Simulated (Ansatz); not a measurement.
**Ag: pressure 22.5 GPa**

The reference is Ag in the fcc (Cu type) structure (space group Fm-3m, No. 225; a = 4.149 Å).

One thing is altered: cell and atoms relaxed at a pressure of 22.5 GPa.

Computed with PBE (Ansatz, a quantum-chemistry and plane-wave program; PAW; 420 eV plane waves; no spin-orbit coupling), earlier PAW set. Γ-centred 19×19×19 mesh, Fermi–Dirac width 0.05 eV.

| quantity | base | changed | shift |
|---|---|---|---|
| volume per atom | 17.86 Å³ | 15.25 Å³ | -2.61 Å³ |
| lattice parameter a | 4.149 Å | 3.936 Å | -0.213 Å |
| shortest interatomic distance | 2.934 Å | 2.783 Å | -0.151 Å |
| enthalpy H = E + PV relative to the base's energy | – | +2.29 eV/atom | – |
| band gap | zero | zero | – |

Cost of the whole job for the changed cell (relaxation, final SCF and bands): very roughly 11 core-seconds.

Load acts through the strain it causes; cell and atoms are relaxed under it. No phonon test of stability was made. No other phases were tried under pressure.
